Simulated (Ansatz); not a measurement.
Output of an Ansatz run (abridged):

```
WARN ansatz: RAYON_NUM_THREADS=1 ignored (pool sized by the plan → 1); use --threads N
Pseudopotentials: kind: paw
Pseudopotential: Ta, paw, valence charge 13
Pseudopotential: Ni, paw, valence charge 18
Crystal: 4 atoms, lattice volume = 48.566 Å³
Basis set: ecut = 420 eV, 953 PW (Γ), exchange–correlation on 64×64×50 points (8 copies of the dense FFT grid, shifted against one another)
Bands: 41, of which v1, the nominal top of the filled ones, is band 34 counted from 1 (33 counted from 0)
Symmetry: 4 space group operations
Space group: Fmm2 (ITA 42), of the structure as read, at distance tolerance 3.6e-5 Å
k-points: 64 of 343 (time reversal used)
PAW frozen core: Ta, regenerated for the run's functional, and the local potential with it
PAW frozen core: Ni, regenerated for the run's functional, and the local potential with it
Initial density: superposition of atomic densities (neutral atoms: chi_scale 0, normalization atom), corrected by the library's trained network
Initial wavefunctions: pseudopotential atomic-orbital guess
Eigensolver: davidson
Functional: x = pbesol(κ = 0.804, μ = 0.12345679012345678), c = pbesol(β = 0.046)
SCF iter   1: F=—  HF=-27222.991887 eV  |F-HF|=—  |Δ(HF+E_count)|=         —  Δρ=2.24e-2  dr2=1.48e-1  ethr=1.77e-3  ⟨swp⟩=5.5  Hψ=8317  notcnv=0
all-band conjugate gradients solve this SCF's bands
preconditioner: auto → Kerker (q_TF=auto, 2.879 Å⁻¹)
SCF iter   2: F=—  HF=-27222.976082 eV  |F-HF|=—  |Δ(HF+E_count)|=   1.58e-2  Δρ=6.02e-3  dr2=1.22e-2  ethr=2.21e-4  ⟨swp⟩=2.4  Hψ=4325  notcnv=0  defer=2
SCF iter   3: F=—  HF=-27222.974997 eV  |F-HF|=—  |Δ(HF+E_count)|=   1.08e-3  Δρ=1.45e-3  dr2=9.16e-4  ethr=1.81e-5  ⟨swp⟩=1.1  Hψ=2668  notcnv=0  defer=2
SCF iter   4: F=—  HF=-27222.974890 eV  |F-HF|=—  |Δ(HF+E_count)|=   1.08e-4  Δρ=2.05e-4  dr2=1.83e-5  ethr=1.37e-6  ⟨swp⟩=2.5  Hψ=4041  notcnv=0  defer=2
SCF iter   5: F=—  HF=-27222.974891 eV  |F-HF|=—  |Δ(HF+E_count)|=   1.11e-6  Δρ=7.38e-5  dr2=2.26e-6  ethr=2.73e-8  ⟨swp⟩=2.5  Hψ=4274  notcnv=0  defer=2
SCF iter   6: F=—  HF=-27222.974891 eV  |F-HF|=—  |Δ(HF+E_count)|=   1.62e-7  Δρ=2.87e-5  dr2=3.34e-7  ethr=3.38e-9  ⟨swp⟩=1.9  Hψ=3413  notcnv=0  defer=2
SCF iter   7: F=-27222.974891 eV  HF=-27222.974891 eV  |F-HF|=4.88e-8  |Δ(HF+E_count)|=   4.31e-8  Δρ=1.09e-5  dr2=4.80e-8  ethr=1.49e-10  ⟨swp⟩=5.0  Hψ=10341  notcnv=0
SCF 1 converged in 7 iterations: F = -27222.974891 eV  dr2 = 4.80e-8
SCF converged after 7 iterations
Free energy (F): -27222.974891 eV
Harris-Foulkes:  -27222.974891 eV  (|F-HF|=4.88e-8)
Internal energy: -27222.922807 eV  (E = F + TS)
E sigma→0 (E₀):  -27222.948849 eV
Entropy (-TS):   -0.052084 eV (-13.021 meV/atom)
Fermi energy:    19.408884 eV
--- Per-component energies (eV) ---
  E_band       = -898.310844
  E_kinetic    = 1218.215129
  E_local      = -11377.073471  (includes V_loc(G=0)·N_el)
  E_nonlocal   = 1922.643852
  E_hartree    = 4777.668928
  E_xc         = -472.592180
  E_vxc        = -534.671925  (∫ρ·V_xc dr)
  E_paw        = -13055.497824  (= ΣΔE_a)
  E_vpaw       = -1682.767850  (= ΣTr[D̂ρ^β])
  E_aug_tail   = 0.001632  (compensation charges beyond the density's cutoff)
  E_ewald      = -10237.094385
  E_core_change = 0.805513  (= ΣΔE_core)
  E_smearing   = -0.052084  (= −TS)
  E_closure    = -0.000000  (closes the sum)
  Σ components = -27222.974891   (vs F -27222.974891, Δ=0.00e0)
--- Forces (eV/Å), atoms counted from 1 ---
  atom   1  Ta     0.00000000     0.00000000    -0.49626101
  atom   2  Ni     0.00000000     0.00000000     0.05027524
  atom   3  Ni     0.00000000     0.00000000     0.22299957
  atom   4  Ni    -0.00000000     0.00000000     0.22299957
  max |Σ_I F_I| component: 1.34e-5 eV/Å
--- Stress (GPa, compression-positive) ---
       -4.351140       0.000000       0.000000
        0.000000      -4.828804       0.000000
        0.000000       0.000000      -4.111470
  P = ⅓ Tr σ = -4.4305 GPa (-44.305 kbar)
  The stress holds the Pulay correction. Without it, at fixed plane waves, as pw.x and ABINIT print it: P = -4.4907 GPa
--- Band table (eV; the first three rows and the last of 64) ---
  k-point 0: bands = ["-83.6375", "-83.6178", "-83.6150", "-48.6320", "-44.2730", "-44.2682", "-44.2299", "-44.2037", "-44.1824", "-44.1821", "-44.0965", "-44.0950", "-43.9637", "-15.1462", "-15.1449", "-15.1440", "10.1454", "14.4249", "15.0009", [...]
  k-point 1: bands = ["-83.6363", "-83.6181", "-83.6158", "-48.6322", "-44.2744", "-44.2694", "-44.2276", "-44.2023", "-44.1790", "-44.1781", "-44.1004", "-44.0989", "-43.9642", "-15.1629", "-15.1458", "-15.1445", "10.5093", "14.6071", "15.1249", [...]
  k-point 2: bands = ["-83.6332", "-83.6193", "-83.6177", "-48.6325", "-44.2776", "-44.2711", "-44.2210", "-44.2006", "-44.1701", "-44.1674", "-44.1118", "-44.1091", "-43.9653", "-15.2017", "-15.1464", "-15.1456", "11.5270", "15.0637", "15.2521", [...]
  k-point 63: bands = ["-83.6302", "-83.6243", "-83.6159", "-48.6342", "-44.2793", "-44.2747", "-44.2149", "-44.2035", "-44.1717", "-44.1709", "-44.1028", "-44.1007", "-43.9723", "-15.1621", "-15.1618", "-15.1448", "12.8986", "13.6068", "14.1516", [...]
```

The structure:

```
CELL_PARAMETERS angstrom
      0.00000     2.55880     3.71566
      2.55403     0.00000     3.71566
      2.55403     2.55880     0.00000
ATOMIC_POSITIONS crystal
  Ta 0.00673 0.00673 0.99327
  Ni 0.50000 0.50000 0.50000
  Ni 0.25000 0.25000 0.25000
  Ni 0.75000 0.75000 0.75000
```

What input produced this log?

Other spellings and defaults could give the same log, and not every line can be read from it. The input that was run (DFT, PBEsol, plane waves, default PAW files made with PBE):

Ansatz 0.2 input:
```yaml
crystal:
  lattice:
    - [0.000000, 2.558803, 3.715659]
    - [2.554029, 0.000000, 3.715659]
    - [2.554029, 2.558803, 0.000000]
  atoms:
    - { symbol: Ta, position: [0.006728, 0.006728, -0.006728] }
    - { symbol: Ni, position: [0.500000, 0.500000, 0.500000] }
    - { symbol: Ni, position: [0.250000, 0.250000, 0.250000] }
    - { symbol: Ni, position: [0.750000, 0.750000, 0.750000] }
basis:
  ecutwfc: 420.0
kpoints:
  mp_grid:
    grid: [7, 7, 7]
hamiltonian:
  xc: pbesol
  pseudopotentials:
    kind: paw
scf:
  occupations:
    method: fermi_dirac
    width: 0.1
output:
  forces: true
  eigenvalues: true
  stress: true
```

The starting cell comes from a database of computed structures (which also holds hypothetical and non-ambient phases and stackings), without a prior relaxation at this level. Its lattice was rescaled by up to half a per cent. One atom was moved a little off its site on purpose. Spin-orbit coupling is off. Spin polarisation is off. With a pressure of about -4 GPa the cell is away from its equilibrium volume at this level. Ansatz's pressure includes its estimate of the finite-basis (Pulay) stress.

Ansatz is an electronic-structure program.
